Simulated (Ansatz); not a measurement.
C11b MoSi2, treated with PBE-D3(BJ) (Ansatz, an electronic-structure program, plane waves, PAW).

Run with plane-wave cutoff 520 eV, 28×28×28 k mesh, Fermi–Dirac smearing 0.039 eV (set by the program), no spin polarisation, scalar-relativistic PAW data made under PBE.

Computed at the level's own relaxed cell.

Hill averages of the elastic tensor: K = 222.0 GPa, G = 196.3 GPa. Volume 13.127 Å³/atom, mean atomic mass 50.704 u.

Q: Work out the density, the sound velocities of a polycrystal and the elastic Debye temperature, and Pugh's ratio at this level.

A: ρ = 1.66054 × 50.704/13.127 = 6.414 g/cm³. v_l = √[(K + 4G/3)/ρ] = 8.684 km/s and v_t = √(G/ρ) = 5.532 km/s. The mean follows from 3/v_m³ = 1/v_l³ + 2/v_t³: v_m = 6.081 km/s. Θ_D = (ħ/k_B) v_m (6π²/V)^(1/3) = 76.38 K Å s/km × 6.081 × 1.6523 Å⁻¹ = 767 K, counting all atoms of the cell. K/G = 1.13, to be set beside Pugh's rough bound of 1.75 between brittle and ductile metals.

Note: the dispersion coefficients are held fixed in the derivatives.
